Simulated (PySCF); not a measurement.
PySCF 2.14.0, PBE0/def2-svp: [SiH3][SiH2]C[SiH2]/C=C/Cl, 18 atoms. The geometry is a generated start, not checked to be a minimum at this level.

```yaml
task: energy
method: pbe0
basis: def2-svp
mol.max_memory: 7000 MB
mf.init_guess: minao (default)
mf.DIIS: CDIIS (default)
mf.diis_space: 8 (default)
mf.conv_tol: 1e-09 (default)
mf.grids.level: 3 (default)
basis functions (reference run): 169
grid points (reference run): 226664
```

```xyz
18

Si     3.4172    -1.3081    -0.1168
Si     1.8497     0.3802     0.1005
C      0.1712    -0.3205    -0.2394
Si    -1.0388     1.0695    -0.0530
C     -2.7511     0.4872    -0.3640
C     -3.6355     0.1710     0.5849
Cl    -5.2200    -0.3697     0.2152
H      3.1177    -2.4016     0.8461
H      4.7867    -0.7921     0.1481
H      3.3688    -1.8680    -1.4940
H      2.1699     1.4701    -0.8612
H      1.9182     0.9348     1.4801
H      0.1200    -0.7388    -1.2499
H     -0.0635    -1.1281     0.4617
H     -0.9875     1.6269     1.3219
H     -0.7462     2.1544    -1.0208
H     -3.0158     0.4140    -1.4132
H     -3.4610     0.2189     1.6536
```

The reference run uses exact four-centre integrals. Each setting ran once; only counts and results are compared.

Settings tried, all else as in the reference:
- COSX exchange (sgx_fit, pjs) with fitted J, mf.with_df.grids_level_i = 1, mf.with_df.grids_level_f = 1
- COSX exchange (sgx_fit, pjs) with fitted J, mf.with_df.grids_level_i = 1, mf.with_df.grids_level_f = 2 (default)
- density fitting, auxbasis = def2-universal-jfit
- density fitting, auxbasis = autoaux
- COSX exchange (sgx_fit, pjs) with fitted J, mf.with_df.grids_level_i = 1, mf.with_df.grids_level_f = 3
- density fitting
- density fitting of J alone, exact K
- COSX exchange (sgx_fit, pjs) with fitted J, mf.with_df.grids_level_i = 1, mf.with_df.grids_level_f = 4

Q: Which of these stay within 0.10 meV/atom in energy of the reference run?

A: Within it: density fitting, auxbasis = autoaux. Outside: density fitting; COSX exchange (sgx_fit, pjs) with fitted J, mf.with_df.grids_level_i = 1, mf.with_df.grids_level_f = 1; COSX exchange (sgx_fit, pjs) with fitted J, mf.with_df.grids_level_i = 1, mf.with_df.grids_level_f = 2 (default); COSX exchange (sgx_fit, pjs) with fitted J, mf.with_df.grids_level_i = 1, mf.with_df.grids_level_f = 3; COSX exchange (sgx_fit, pjs) with fitted J, mf.with_df.grids_level_i = 1, mf.with_df.grids_level_f = 4; density fitting of J alone, exact K; density fitting, auxbasis = def2-universal-jfit.

```json
[
 {"setting": "density fitting, auxbasis = autoaux", "energy against the reference": "−0.040 meV/atom"},
 {"setting": "density fitting", "energy against the reference": "−0.20 meV/atom"},
 {"setting": "COSX exchange (sgx_fit, pjs) with fitted J, mf.with_df.grids_level_i = 1, mf.with_df.grids_level_f = 1", "energy against the reference": "−0.24 meV/atom"},
 {"setting": "COSX exchange (sgx_fit, pjs) with fitted J, mf.with_df.grids_level_i = 1, mf.with_df.grids_level_f = 2 (default)", "energy against the reference": "−0.29 meV/atom"},
 {"setting": "COSX exchange (sgx_fit, pjs) with fitted J, mf.with_df.grids_level_i = 1, mf.with_df.grids_level_f = 3", "energy against the reference": "−0.32 meV/atom"},
 {"setting": "COSX exchange (sgx_fit, pjs) with fitted J, mf.with_df.grids_level_i = 1, mf.with_df.grids_level_f = 4", "energy against the reference": "−0.32 meV/atom"},
 {"setting": "density fitting of J alone, exact K", "energy against the reference": "−0.32 meV/atom"},
 {"setting": "density fitting, auxbasis = def2-universal-jfit", "energy against the reference": "+2700 meV/atom"}
]
```

Total energies are compared; such shifts often cancel in part in energy differences. sgx_fit (COSX, pjs=True) fits J as well, so its difference is the sum of the grid's shift in exchange and the fit's in Coulomb. def2-universal-jfit is made for Coulomb alone and misses functions that exchange needs. Also tried and not ranked: density fitting, auxbasis = def2-universal-jkfit (same energy as a listed run). The tolerance is a choice made for this comparison.
